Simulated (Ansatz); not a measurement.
Where the default PAW files enter, the runs use the earlier of Ansatz's two default sets.

Data:

```
ZnS
1.0
    3.80748     0.00000     0.00000
   -1.90374     3.29737     0.00000
    0.00000     0.00000    43.59573
Zn S
14 14
Cartesian
  1.90374   1.09913   3.11709
  0.00000   2.19825  24.91496
  0.00000   0.00000  28.02769
  0.00000   0.00000   6.22983
  0.00000   2.19825  34.25317
  1.90374   1.09913  12.45530
  0.00000   0.00000  15.57239
  0.00000   0.00000  37.37026
  1.90374   1.09913  40.48299
  0.00000   2.19825  18.68513
  0.00000   2.19825   9.34256
  1.90374   1.09913  31.14043
  0.00000   2.19825   0.00000
  1.90374   1.09913  21.79787
  0.00000   2.19825  21.01314
  1.90374   1.09913  42.81101
  0.00000   2.19825   2.33673
  1.90374   1.09913  24.13460
  1.90374   1.09913  14.79203
  0.00000   2.19825  36.58990
  0.00000   0.00000  17.90477
  0.00000   0.00000  39.70263
  1.90374   1.09913  33.47280
  0.00000   2.19825  11.67494
  0.00000   0.00000   8.56220
  0.00000   0.00000  30.36007
  1.90374   1.09913   5.44947
  0.00000   2.19825  27.24733
```

Space group of this cell: P6_3mc. The cell is taken as given.

Method: r2SCAN (plane waves, PAW; Ansatz, a quantum-chemistry and plane-wave program).

The current runs along the normal of the first two printed vectors; no spin-orbit coupling. Scaled by the factor s: both lengths across the current (ions clamped). Meshes 12×12×1 and 12×12 across the current in all rows.

```
s     mean pressure (GPa)  band gap (eV)
----  -------------------  -------------
0.98                  3.6           2.86
1.00                  0.1           2.71
1.02                 -2.7              ?
```

Task: Take the slope of the band gap against ln s from the two given rows, extrapolate to s = 1.02, and say what the run there gives.

Result: Slope = (2.86 − 2.71) / ln 0.98 = -7.42 eV. The line gives 2.71 + (-7.42) × ln 1.02 = 2.56 eV. The run gives 2.50 eV, 0.06 eV under the line, 43 % of the predicted step.
